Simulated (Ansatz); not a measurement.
# ZnS, response to strain

The reference is ZnS in the zinc blende structure (space group F-43m, No. 216).

```
CELL_PARAMETERS angstrom
      0.00000     2.69520     2.69520
      2.69520     0.00000     2.69520
      2.69520     2.69520     0.00000
ATOMIC_POSITIONS crystal
  S  0.75000 0.75000 0.75000
  Zn 0.00000 0.00000 0.00000
```

Cartesian axes are those of the cell as printed.

Strains are applied to the cell and any free atomic positions relax; under biaxial strain the out-of-plane vector relaxes too.

All numbers come from plane-wave PAW DFT at the r2SCAN level (Ansatz, a first-principles code, 500 eV), no spin-orbit coupling, earlier PAW set.

Candidates:
(a) tensor shear ε_xy = +0.99 %
(b) biaxial strain −3.61 %, plane normal [111], relaxed out of plane
(c) uniaxial strain ε_xx = −5.50 %
(d) tensor shear ε_xy = +1.80 %
(e) uniaxial strain ε_xx = −0.35 %

Notes on the quantities. energy relative to the base: free energy F.

Task: Order them by energy relative to the base, highest first.

Result: (b) biaxial strain −3.61 %, plane normal [111], relaxed out of plane (+27 meV/atom), (c) uniaxial strain ε_xx = −5.50 % (+21 meV/atom), (d) tensor shear ε_xy = +1.80 % (+4.0 meV/atom), (a) tensor shear ε_xy = +0.99 % (+1.2 meV/atom), (e) uniaxial strain ε_xx = −0.35 % (+0.1 meV/atom)

Stability against distortions was not tested.
